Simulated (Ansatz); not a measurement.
The starting structures come from a database of crystals and need not be the phases stable at ambient conditions.

 Where the default PAW files enter, the runs use the earlier of Ansatz's two default sets.

Input:

```yaml
crystal:
  lattice:
    - [5.26859, 0.00000, 0.00000]
    - [0.00000, 5.26859, 0.00000]
    - [2.63429, -2.63429, 5.29582]
  atoms:
    - { symbol: Zn, position: [0.00000, 0.00000, 0.00000] }
    - { symbol: Cu, position: [0.75000, 0.75000, 0.50000] }
    - { symbol: Cu, position: [0.25000, 0.25000, 0.50000] }
    - { symbol: Ge, position: [0.50000, 0.50000, 0.00000] }
    - { symbol: S, position: [0.12988, 0.87012, 0.25470] }
    - { symbol: S, position: [0.87012, 0.61542, 0.74530] }
    - { symbol: S, position: [0.61542, 0.38458, 0.25470] }
    - { symbol: S, position: [0.38458, 0.12988, 0.74530] }
```

Space group of this cell: I-42m. The cell is taken as given; by PBEsol its mean pressure is -0.8 GPa.

The current runs along the normal of the first two printed vectors, the (001) plane. All runs by Ansatz (a first-principles code), plane waves and PAW, without spin-orbit coupling; the base is PBEsol.

```csv
run,mean pressure (GPa),gap (eV),mid-gap κ (1/Å)
base,-0.8,0.42,0.072
all lengths scaled by 0.98,5.0,0.71,0.104
lda in place of pbesol,-3.5,0.37,0.065
"lengths across the current scaled by 0.98, ions clamped",2.9,[?],[?]
"lengths across the current scaled by 1.02, ions clamped",-3.8,0.24,0.048
"lengths along the current scaled by 0.97, ions clamped",1.9,[?],[?]
"lengths along the current scaled by 1.03, ions clamped",-3.1,[?],[?]
```

Q: What belongs in the gaps?

A: 
- lengths across the current scaled by 0.98, ions clamped, gap (eV): 0.62
- lengths across the current scaled by 0.98, ions clamped, mid-gap κ (1/Å): 0.095
- lengths along the current scaled by 0.97, ions clamped, gap (eV): 0.54
- lengths along the current scaled by 0.97, ions clamped, mid-gap κ (1/Å): 0.085
- lengths along the current scaled by 1.03, ions clamped, gap (eV): 0.29
- lengths along the current scaled by 1.03, ions clamped, mid-gap κ (1/Å): 0.058
